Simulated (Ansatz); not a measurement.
An Ansatz (a program for electronic structure) input (PBE-D3(BJ) (Ansatz), spin-orbit coupling left out):

Ansatz 0.2 input:
```yaml
crystal:
  lattice:
    - [3.2396884562, 0, 0]
    - [1.6198442281, 2.8056525034, 0]
    - [0, 0, 12.8629500762]
  atoms:
    - { symbol: W, position: [0.6666666667, 0.6666666667, 0.75] }
    - { symbol: W, position: [0.3333333333, 0.3333333333, 0.25] }
    - { symbol: Se, position: [0.6666666667, 0.6666666667, 0.3817243695] }
    - { symbol: Se, position: [0.3333333333, 0.3333333333, 0.8817243695] }
    - { symbol: Se, position: [0.3333333333, 0.3333333333, 0.6182756305] }
    - { symbol: Se, position: [0.6666666667, 0.6666666667, 0.1182756305] }
basis: { ecutwfc: 420, ecutrho_ratio: 4, xc_grid: 2, fft_grid_basis: typed }
kpoints: { mp_grid: { grid: [12, 12, 3] } }
hamiltonian:
  xc: pbe
  dispersion: d3bj
  pseudopotentials: { kind: paw }
scf: { occupations: { method: fermi_dirac, width: 0.05 } }
relax: { f_tol: 0.005, max_steps: 50, cell: { stress_tol: 0.01, fix: [a, b, gamma] } }
output: { forces: true, stress: true }
checkpoint: { write: state.ck, write_every: 1000 }
```

Q: Which symmetry and how many k-points will the program report, and about how many plane waves at Γ?

A: Space group P63/mmc (ITA 194) with 24 operations, k-points 38 of 432, and 2299 plane waves at Γ.

Q: And the final pressure?

A: 1.96 GPa (compression positive).

The cells carry an imposed strain or load. Stability against distortions was not tested. The cell was made from WSe2 (space group P6_3/mmc, No. 194; layered, stacked along the Cartesian z axis) by this change: biaxial strain −1.20 %, plane normal [001], relaxed out of plane.
